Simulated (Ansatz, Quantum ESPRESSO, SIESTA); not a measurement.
# One structure in several programs: NiGe (Pnma, 8 atoms in the cell)

Self-consistent single point.

```xyz
8
Lattice="5.3105 0.0000 0.0000 0.0000 3.4385 0.0000 0.0000 0.0000 5.7500" Properties=species:S:1:pos:R:3 pbc="T T T"
Ni     2.6847     0.8596     3.9717
Ni     2.6258     2.5789     1.7783
Ni     5.2810     2.5789     1.0967
Ni     0.0294     0.8596     4.6533
Ge     3.6624     0.8596     0.5001
Ge     1.6480     2.5789     5.2498
Ge     4.3033     2.5789     3.3751
Ge     1.0072     0.8596     2.3748
```

Shared settings, as Ansatz (a quantum-chemistry and plane-wave program) writes them: kpoints.mp_grid.grid = 4 5 3; magnetization.spin_orbit = true; scf.occupations.method = gaussian; scf.occupations.width = 0.05 eV. Potentials and cutoffs stand in the table.

```json
[
 {"code": "Quantum ESPRESSO", "model": "PBE, spin-orbit coupling, PSlibrary fully relativistic ultrasoft (PBE) pseudopotentials", "pressure (GPa)": "8.40", "largest force (eV/Å)": "0.140", "cutoff": "50 Ry"},
 {"code": "Ansatz", "model": "PBE with spin-orbit coupling, PAW files", "pressure (GPa)": "7.02", "largest force (eV/Å)": "0.102", "cutoff": "420 eV"},
 {"code": "SIESTA", "model": "GGA PBE with spin-orbit coupling, numerical atomic orbitals DZP, PseudoDojo PBE fully relativistic norm-conserving potentials (rewritten from UPF to PSML)", "pressure (GPa)": "–", "largest force (eV/Å)": "0.247", "cutoff": "grid 400 Ry"}
]
```

A dash marks a value that a program does not give, or that is left out as unsure.

The spread over the programs that give each value: pressure within 1.38 GPa; largest force within 0.145 eV/Å.

SIESTA uses small atom-centred bases, whose incompleteness enters pressures, forces and empty levels differently from a plane-wave cutoff. Ansatz's pressure is given at a fixed set of plane waves, as the other plane-wave codes print theirs; with its correction for the finite basis it is 7.13 GPa. In the force vectors, SIESTA (by 0.212) lies more than 0.08 eV/Å from the median of the plane-wave programs.

The shared mesh is coarse (it stands for a supercell whose shortest vector is 17 Å), so the values are not converged in it.

The starting cell comes from a database of computed structures (which also holds hypothetical and non-ambient phases and stackings), without a prior relaxation at this level. Its lattice was rescaled by a random factor within 2.5 % of one.

Keys are those of Ansatz 0.2.
